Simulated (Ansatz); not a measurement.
**Pressure series in Pd**

The parent structure is Pd in the fcc (Cu type) structure (space group Fm-3m, No. 225; a = 3.876 Å).

Cell and atoms are relaxed at each pressure.

Method: plane-wave PAW DFT at the PBEsol level (Ansatz, a first-principles code, 420 eV), scalar-relativistic without spin-orbit coupling, earlier PAW set.

Notes on the quantities. enthalpy: H = E + PV relative to the base's energy.

```
change            lattice parameter a       enthalpy
----------------  -------------------  -------------
base                         387.6 pm              –
pressure −2 GPa              388.9 pm  -0.18 eV/atom
pressure −1 GPa              388.2 pm  -0.09 eV/atom
pressure 3 GPa               385.7 pm  +0.27 eV/atom
pressure 7 GPa               383.5 pm  +0.63 eV/atom
pressure 15 GPa              379.6 pm  +1.32 eV/atom
pressure 30 GPa              373.7 pm  +2.57 eV/atom
pressure 50 GPa              367.5 pm  +4.15 eV/atom
pressure 75 GPa              361.4 pm  +6.04 eV/atom
pressure 100 GPa             356.5 pm  +7.84 eV/atom
```

Load acts through the strain it causes; cell and atoms are relaxed under it. Whether these cells are dynamically stable was not tested. Competing high-pressure phases were not computed. The final runs are not spin-polarised.
